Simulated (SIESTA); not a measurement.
Input and output of a self-consistent single point for a (110) slab of Li (cut from a parent of space group no. 229; 4 atoms in the cell) (SIESTA).

Computed with GGA PBEsol, numerical atomic orbitals DZP, PseudoDojo PBEsol standard norm-conserving potentials (rewritten from UPF to PSML) run with SIESTA 5.4.2.

The change in words: vacuum of 3 angstrom (first run: 14 Å). Reference geometry:
```xyz
4
Lattice="3.0315 0.0000 0.0000 -4.0420 2.8581 0.0000 0.0000 0.0000 21.4256" Properties=species:S:1:pos:R:3 pbc="T T T"
Li     0.0000     0.0000     7.0000
Li     1.0105     1.4291     9.4752
Li     0.0000     0.0000    11.9504
Li     1.0105     1.4291    14.4256
```

Reference input (self-consistent single point, DFT, GGA PBEsol, numerical atomic orbitals DZP, PseudoDojo PBEsol standard norm-conserving potentials (rewritten from UPF to PSML)): XC.functional = GGA; XC.authors = PBEsol; potentials = PseudoDojo PBEsol standard; PAO.BasisSize = DZP; PAO.EnergyShift = 0.005 Ry; MeshCutoff = 400 Ry; kgrid.MonkhorstPack = 17 17 1; OccupationFunction = MP; OccupationMPOrder = 0; ElectronicTemperature = 1160.45 K; PAO.Polarization.NonPerturbative = true; MaxSCFIterations = 150. This run's input differs from it in these lines:

```diff
@@ -13,3 +13,3 @@
     -4.041995000    2.858122000    0.000000000
-     0.000000000    0.000000000   21.425599000
+     0.000000000    0.000000000   10.425598000
 %endblock LatticeVectors
@@ -17,6 +17,6 @@
 %block AtomicCoordinatesAndAtomicSpecies
-     0.000000000    0.000000000   13.228083440  1
-     1.909565414    2.700533905   17.905519039  1
-     0.000000000    0.000000000   22.582995127  1
-     1.909565414    2.700533905   27.260430726  1
+     0.000000000    0.000000000    2.834596299  1
+    -3.819131774    2.700533905    7.512033834  1
+     0.000000000    0.000000000   12.189491071  1
+    -3.819131774    2.700533905   16.866928607  1
 %endblock AtomicCoordinatesAndAtomicSpecies
```

Output, abridged:

```
        iscf     Eharris(eV)        E_KS(eV)     FreeEng(eV)     dDmax    Ef(eV) dHmax(eV)
   scf:    1     -768.978341     -777.837040     -777.848668  0.594238 -6.247970  2.282425
   scf:    2     -778.365246     -778.302560     -778.312414  0.025913 -6.211041  0.255875
   scf:    3     -778.307833     -778.305299     -778.314945  0.002626 -6.211228  0.250332
   scf:    4     -778.312408     -778.309923     -778.318876  0.009487 -6.213740  0.121696
   scf:    5     -778.310018     -778.309972     -778.318905  0.001688 -6.216092  0.071345
   scf:    6     -778.309986     -778.309983     -778.318943  0.002826 -6.220275  0.001965
   scf:    7     -778.309982     -778.309983     -778.318943  0.000032 -6.220355  0.001032
   scf:    8     -778.309983     -778.309983     -778.318943  0.000011 -6.220375  0.000906
SCF Convergence by DM+H criterion
max |DM_out - DM_in|         :     0.0000105495
max |H_out - H_in|      (eV) :     0.0009063375
SCF cycle converged after 8 iterations

Using DM_out to compute the final energy and forces

siesta: E_KS(eV) =             -778.3100

siesta: E_KS - E_eggbox =      -778.3100

siesta: Atomic forces (eV/Ang):
     1   -0.000000    0.000000   -0.197978
     2   -0.000000   -0.000000    0.001161
     3   -0.000000   -0.000000   -0.001161
     4    0.000000    0.000000    0.197978
   Tot    0.000000   -0.000000    0.000000
   Max    0.197978
   Res    0.080826    sqrt( Sum f_i^2 / 3N )
   Max    0.197978    constrained

Stress tensor Voigt[x,y,z,yz,xz,xy] (kbar):        0.80        1.19       24.65       -0.00       -0.00        0.42
(Free)E + p*V (eV/cell)     -778.8196
   [... lines left out ...]
siesta: FreeEng =      -778.318943
siesta: Cell volume =         90.331399 Ang**3
siesta:          -8.88071931        -17.55529905  kBar
   [... lines left out ...]
   2  2.984   2.030  -0.464   0.371   0.352   0.343   0.350
   3  2.984   2.030  -0.464   0.371   0.352   0.343   0.350
   4  3.016   2.026  -0.396   0.367   0.353   0.319   0.348

mulliken: Qtot =       12.000

Mulliken Atomic Populations:
Atom #   charge [q] valence [e]  Species
     1    -0.016344    3.016344  Li
     2     0.016344    2.983656  Li
     3     0.016344    2.983656  Li
     4    -0.016344    3.016344  Li
 Total    -0.000000
```

The run converged in 8 iterations. Against the reference run the free energy falls by 151 meV/atom and the largest force goes from 0.074 to 0.198 eV/Å.

The starting cell has typed, rounded lattice constants, without a prior relaxation at this level. The slab is cut from that crystal, and its faces are unrelaxed. Its lattice was rescaled by up to half a per cent. Values carry the incompleteness of an atom-centred basis.

Cost on one core of a shared machine: roughly 70 s.
